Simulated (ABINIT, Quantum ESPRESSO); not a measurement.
An ABINIT input for a self-consistent single point of KMnF₃ (Pm-3m, 5 atoms in the cell) (DFT, LDA (PW92), plane waves, norm-conserving pseudopotentials (PseudoDojo nc-sr-04 LDA standard)):

```
# KMnF3, PseudoDojo nc-sr-04 LDA standard
pp_dirpath "./"
pseudos "K.upf, Mn.upf, F.upf"
acell 3*1.0
rprim
         7.7460365177    0.0000000000    0.0000000000
         0.0000000000    7.7460365177    0.0000000000
         0.0000000000    0.0000000000    7.7460365177
natom 5
ntypat 3
znucl 19 25 9
typat 1 2 3 3 3
xred
         0.5000000000    0.5000000000    0.5000000000
         0.0000000000    0.0000000000    0.0000000000
         0.5000000000    0.0000000000    0.0000000000
         0.0000000000    0.5000000000    0.0000000000
         0.0000000000    0.0000000000    0.5000000000
ecut 48 Ha
nsppol 2
spinat
      0 0 0
      0 0 4
      0 0 0
      0 0 0
      0 0 0
occopt 3
tsmear 0.02 eV
nband 33
kptopt 1
ngkpt 4 4 4
nshiftk 1
shiftk 0 0 0
nstep 50
toldfe 1.0e-09
prtwf 0
prtden 0
prtvol 1
```

Write the same calculation as an input for Quantum ESPRESSO.

This is the input that was run; spellings and numerical settings could be chosen otherwise.

```fortran
&control
 calculation = 'scf'
 prefix = 'KMnF3'
 outdir = './out'
 pseudo_dir = './'
 tprnfor = .true.
 tstress = .true.
/
&system
 ibrav = 0
 celldm(1) = 7.7460365177
 nat = 5
 ntyp = 3
 ecutwfc = 100
 occupations = 'smearing'
 smearing = 'fd'
 degauss = 0.00147
 nspin = 2
 starting_magnetization(2) = 0.267
/
&electrons
 conv_thr = 1.0d-9
 mixing_beta = 0.4
/
ATOMIC_SPECIES
K     39.0983  K.upf
Mn    54.9380  Mn.upf
F     18.9984  F.upf
CELL_PARAMETERS alat
   1.0000000000     0.0000000000     0.0000000000
   0.0000000000     1.0000000000     0.0000000000
   0.0000000000     0.0000000000     1.0000000000
ATOMIC_POSITIONS crystal
K     0.5000000000    0.5000000000    0.5000000000
Mn    0.0000000000    0.0000000000    0.0000000000
F     0.5000000000    0.0000000000    0.0000000000
F     0.0000000000    0.5000000000    0.0000000000
F     0.0000000000    0.0000000000    0.5000000000
K_POINTS automatic
4 4 4  0 0 0
```

Basis settings and potentials, where a program has them, do not carry over. This input uses DFT, LDA (PW92), plane waves, PseudoDojo standard norm-conserving (LDA) pseudopotentials. LDA parametrisations can differ slightly between programs.

The starting cell comes from a database of computed structures (which also holds hypothetical and non-ambient phases and stackings), without a prior relaxation at this level. For this run, on top of that: lattice scaled by 0.98.
